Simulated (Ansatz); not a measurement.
## B20 (FeSi-type) MnSi

Method: PBEsol in Ansatz (PAW).

Numerical settings: plane-wave cutoff 520 eV, 14×14×14 k mesh, Fermi–Dirac smearing 0.018 eV (set by the program), spin-polarised with parallel moments, scalar-relativistic PAW data made under PBE.

Cell: relaxed at this level.

```
Quantity                                         Value
---------------------------------------------  -------
elastic constant C11                           404 GPa
elastic constant C12                           118 GPa
elastic constant C44                           157 GPa
Voigt–Reuss–Hill bulk modulus                  213 GPa
Voigt–Reuss–Hill shear modulus (Hill average)  151 GPa
Young modulus                                  366 GPa
Poisson ratio                                    0.213
```

Note: the collinear magnetic order is the start's and need not be the measured one.

Elastic constants are with the ions relaxed.

Static lattice: no zero-point or thermal effects.

Ansatz is an electronic-structure program.
